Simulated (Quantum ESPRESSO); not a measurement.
Quantum ESPRESSO is run on Co2Pd (P-3m1, 3 atoms in the cell), and the run fails. The aim is a self-consistent single point with DFT, LDA (PZ), plane waves, GBRV 1.5 ultrasoft (LDA) pseudopotentials.

The input file:

```fortran
&control
    calculation = 'scf'
    prefix = 'scf'
    outdir = './tmp'
    pseudo_dir = './'
    tprnfor = .true.
    tstress = .true.
/
&system
    ibrav = 0
    celldm(1) = 4.8822748573
    nat = 3
    ntyp = 2
    ecutwfc = 50
    ecutrho = 400
    occupations = 'smearing'
    smearing = 'cold'
    degauss = 0.0099958
    nspin = 2
    starting_magnetization(1) = 0.176
/
&electrons
    conv_thr = 1.0d-10
    mixing_beta = 0.4
/
ATOMIC_SPECIES
Co    58.9332  co_lda_v1.2.uspp.F.UPF
Pd   106.4200  pd_lda_v1.4.uspp.F.UPF
ATOMIC_POSITIONS crystal
Co    0.3333333333    0.6666666667    0.6502200000
Co    0.6666666667    0.3333333333    0.3497800000
Pd    0.0000000000    0.0000000000    0.0000000000
K_POINTS automatic
10 10 4  0 0 0
```

Output (repeated stretches shortened):

```
 %%%%%%%%%%%%%%%%%%%%%%%%%%%%%%%%%%%%%%%%%%%%%%%%%%%%%%%%%%%%%%%%%%%%%%%%%%%%%%
     Error in routine cell_base_init (1):
     ibrav=0: must read cell parameters
 %%%%%%%%%%%%%%%%%%%%%%%%%%%%%%%%%%%%%%%%%%%%%%%%%%%%%%%%%%%%%%%%%%%%%%%%%%%%%%

     stopping ...
```

Task: Read the log: what does the program object to, and what is the fix?

Result: The fault is no cell vectors for a free lattice. A free lattice needs its vectors. To fix it, add the cell. The program stopped before any SCF iteration.

The sound input it was made from differs as follows (other fixes are possible):
```diff
+CELL_PARAMETERS alat
+   1.0000000000     0.0000000000     0.0000000000
+  -0.5000000000     0.8660254038     0.0000000000
+   0.0000000000     0.0000000000     2.3955679397
```

With that input, the run converged in 18 iterations: free energy E − TS -10822.8219 eV; Fermi level (on the code's own zero) 18.94 eV; pressure -5.07 GPa; largest force (vector length) 0.082 eV/Å; size of the cell's spin moment 3.74 μB (DFT, LDA (PZ), plane waves, GBRV 1.5 ultrasoft (LDA) pseudopotentials).

On the sound input: the starting cell comes from a database of computed structures (which also holds hypothetical and non-ambient phases and stackings), without a prior relaxation at this level. Its lattice was rescaled by a random factor within 2.5 % of one. The magnetic order is the one reached from the typed start; others were not searched systematically. With a pressure of about -5 GPa the cell is away from its equilibrium volume at this level.
